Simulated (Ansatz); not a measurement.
An ideal cubic perovskite cell is held by its symmetry; such compounds can tilt or shift off centre at room temperature. The starting structures come from a database of crystals and need not be the phases stable at ambient conditions.

 Where the default PAW files enter, the runs use the earlier of Ansatz's two default sets.

Given:

```yaml
crystal:
  lattice:
    - [6.73625, 0.00000, 0.00000]
    - [-3.36813, 5.83377, 0.00000]
    - [3.36813, 1.94459, 2.75006]
  atoms:
    - { symbol: Cs, position: [0.00000, 0.00000, 0.00000] }
    - { symbol: Sr, position: [0.00000, 0.50000, 0.50000] }
    - { symbol: F, position: [0.50000, 0.50000, 0.00000] }
    - { symbol: F, position: [0.50000, 0.00000, 0.00000] }
    - { symbol: F, position: [0.00000, 0.50000, 0.00000] }
```

Space group of this cell: Pm-3m, cubic perovskite. The cell is taken as given.

Transport runs along the normal of the first two printed cell vectors, the (111) plane of the conventional cell.

No gap correction and no spin-orbit coupling; mid-gap values are interpolated between computed energies.

**Question.** Predict the band gap and the smallest decay constant κ at mid-gap from r2SCAN (Ansatz, a first-principles code).

**Answer.** Gap 7.18 eV on a 12×12×12 mesh; κ = 0.504 1/Å, at the zone centre.
